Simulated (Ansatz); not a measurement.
The parent structure is Ag in the fcc (Cu type) structure (space group Fm-3m, No. 225; a = 4.001 Å; relaxed with 0.1 eV smearing). Axes: x, y, z lie along the cube axes.

Level of theory: DFT with LDA, PAW potentials and a 420 eV plane-wave cutoff in Ansatz (a quantum-chemistry and plane-wave program), scalar-relativistic without spin-orbit coupling.

It is then changed as follows: compressive biaxial strain of 1.50 % in the plane normal to [001], as in epitaxy on a mismatched substrate; the out-of-plane cell vector and the atoms relax.

### Question
Estimate the effect on the energy relative to the base, in-plane stress and out-of-plane strain.

### Answer
The energy increases by 2.8 meV/atom; the mean in-plane stress (compression positive) comes out as +1.9 GPa; the out-of-plane strain comes out as +2.19 %.

Stability against distortions was not tested.
